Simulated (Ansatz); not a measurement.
# CsPbBr3: Cs vacancy, symmetric start

Start from a 20-atom supercell of CsPbBr$_{3}$ in the cubic perovskite structure (space group Pm-3m, No. 221; a = 5.872 Å) at its relaxed geometry.

One thing is altered: a neutral Cs vacancy, symmetric start, atoms relaxed at fixed cell.

The values are results of PBEsol/PAW in Ansatz (a quantum-chemistry and plane-wave program), spin-orbit coupling left out, earlier PAW set, not measurements. Settings: 3×3×3 k-points, 0.01 eV Fermi–Dirac smearing.

```json
[
 {"quantity": "pressure", "base": "0.0 GPa", "changed": "-0.7 GPa", "shift": "-0.7 GPa"},
 {"quantity": "gap of the supercell", "base": "1.44 eV", "changed": "zero", "shift": "–"},
 {"quantity": "energy gained by relaxation", "base": "–", "changed": "0.13 eV", "shift": "–"},
 {"quantity": "largest displacement of a host atom from its site in the perfect cell", "base": "–", "changed": "0.17 Å", "shift": "–"},
 {"quantity": "mean distance from the defect site to its nearest host atoms", "base": "4.15 Å", "changed": "4.32 Å", "shift": "+0.17 Å"}
]
```

Final structure:

```
Cs3Pb4Br12
1.0
    5.87206    -5.87206    -5.87206
   -5.87206     5.87206    -5.87206
    5.87206     5.87206     5.87206
Cs Pb Br
3 4 12
Direct
  0.00000   0.00000   0.00000
  0.00000   0.50000   0.50000
  0.50000   0.00000   0.50000
  0.50000   0.50000   0.50000
  0.00000   0.00000   0.50000
  0.00000   0.50000   0.00000
  0.50000   0.00000   0.00000
  0.24003   0.50000   0.25997
  0.75997   0.01993   0.25997
  0.75997   0.50000   0.74003
  0.24003   0.98007   0.74003
  0.75997   0.75997   0.51993
  0.24003   0.24003   0.48007
  0.24003   0.75997   0.00000
  0.75997   0.24003   0.00000
  0.50000   0.24003   0.25997
  0.01993   0.75997   0.25997
  0.98007   0.24003   0.74003
  0.50000   0.75997   0.74003
```

The magnetic state is the one reached from the starting moments; the real material's order can differ, and small cells can't hold many antiferromagnetic ones. In so small a cell the defect repeats every few ångströms: this is an ordered compound, not a dilute defect. The mesh was chosen for an insulator and is coarse for the gapless case. The defect started on the symmetric site and kept its symmetry, so it may sit on a saddle. With Pb present, leaving out spin-orbit coupling can change the band edges. Seeded moments were not kept for Cs vacancy. Many cubic perovskites are stable only at high temperature; tilts and polar distortions were not tested. The defect cell is spin-polarised and ends with 0.0 μB. This is not the structure that CsPbBr3 has at room temperature and ambient pressure.
